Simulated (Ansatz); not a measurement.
Results of HSE06-D3(BJ) in Ansatz (plane waves, PAW) for hexagonal WC.

Numerical settings: plane-wave cutoff 460 eV, 12×12×10 k mesh (along the axes of the cell as run), Fermi–Dirac smearing 0.05 eV, no spin polarisation, scalar-relativistic PAW data made under PBE.

Computed at the level's own relaxed cell.

Give the computed lattice constant a and c axis length.


* **lattice constant a**: 2.874 Å
* **c axis length**: 2.808 Å

Measured, for comparison: lattice constant a 2.906 Å, lattice parameter c 2.837 Å (300 K, no zero-point or thermal correction; as tabulated in Wikipedia's data pages). Computed (rounded) less measured: lattice constant a -1.1 %, lattice parameter c -1.0 %. A static lattice is as a rule a little smaller and stiffer than an uncorrected measurement, which narrows the difference in the lattice constant a, lattice parameter c and would widen misses of the other sign.

Note: the run has no spin polarisation, so it can have missed a magnetic state.

Spin–orbit coupling is not included.

Static lattice: no zero-point or thermal effects.

The result took roughly 50 core-minutes.

Ansatz is an electronic-structure program.
